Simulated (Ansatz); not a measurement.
TiZnO3 (R-3, No. 148, 10 atoms in the cell; start mp-14142) was calculated with LDA in Ansatz (PAW).

Run with plane-wave cutoff 520 eV, 8×8×8 k mesh, Fermi–Dirac smearing 0.01 eV, no spin polarisation, scalar-relativistic PAW data made under PBE.

Cell (relaxed at this level):

```
TiZnO3
1.0
    2.50548     1.44654     4.54673
   -2.50548     1.44654     4.54673
    0.00000    -2.89308     4.54673
Ti Zn O
2 2 6
Direct
  0.85398   0.85398   0.85398
  0.14602   0.14602   0.14602
  0.63958   0.63958   0.63958
  0.36042   0.36042   0.36042
  0.22738   0.56193   0.94922
  0.77262   0.43807   0.05078
  0.56193   0.94922   0.22738
  0.43807   0.05078   0.77262
  0.94922   0.22738   0.56193
  0.05078   0.77262   0.43807
```

Task: What does this level give for the band gap, smallest direct gap on the k points sampled and Γ–Γ gap?

Result: 
- band gap: 3.07 eV (indirect)
- smallest direct gap on the k points sampled: 3.10 eV
- Γ–Γ gap: 3.64 eV

Static lattice: no zero-point or thermal effects.

A start named mp-… is a Materials Project structure, which need not be a measured phase.

Ansatz is an electronic-structure program.
